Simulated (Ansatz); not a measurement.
## CdCu2GeSe4: stress against strain

CdCu2GeSe4 (I-42m, 22.624 Å³/atom and stress up to 0.01 GPa in the relaxed cell, c along z) under a strain ε along a (axis x), the other axes held. PBEsol in Ansatz, a plane-wave DFT program (PAW, default set), 420 eV, 8×8×8 Γ-centred mesh, Fermi-Dirac smearing 0.05 eV; ions are relaxed, or left where forces stay under 0.02 eV/Å, within the symmetry of each cell. Stress is positive for a compressed cell.

Here s stands for strain and y for stress xx.

```
strain (%)  stress xx (GPa)
----------  ---------------
-1.50                  1.35
-0.75                  0.67
0.00                   0.00
0.75                  -0.65
1.50                  -1.29
3.00                      ?
```

Using a straight line, estimate the missing y at s = 3.00 from the other rows, showing the fit.

Means: s 0, y 0.016. About the means, the sum of products is -4.9500 and the sum of squares of s is 5.6250; the slope is their ratio. Least squares gives y = 0.016 - 0.8800·s. Residuals (row less fit): 0.014, -0.006, -0.016, -0.006, 0.014; standard error 0.015 (degrees of freedom: 3). The slope gives the elastic constant C11 = 88.0 ± 0.7 GPa (± standard error of the fit, which holds the terms cut off). At the withheld row, y = 0.016 - 0.8800 × 3.00 = -2.624 GPa. The calculation gives -2.52 GPa, 0.104 GPa above the prediction (2.7 % of the range of y in the table). The row lies outside the fitted rows, so this is an extrapolation. From the scatter of the fitted rows alone, a prediction at this place has a standard error of 0.026 GPa, so the miss is 4.0 times that.

A polynomial of degree 2 through the 8 other runs of the series gives -2.52 there, so most of the miss is curvature that the fit leaves out. This level leaves no gap over 0.05 eV at strain -1.50, -0.75, 0.00, 0.75, 1.50, 3.00 %. The start is a measured cell from the literature; how it stands against other phases or cation orders wasn't checked. Rows are the converged runs of the series near zero and its far end; series whose fitted rows scatter by over a few per cent of the range, as at a crossing or softening among them, aren't shown in this form, nor equations of state whose B0' disagrees with the runs' pressures. Most that stay on the fit to the last digits aren't either.
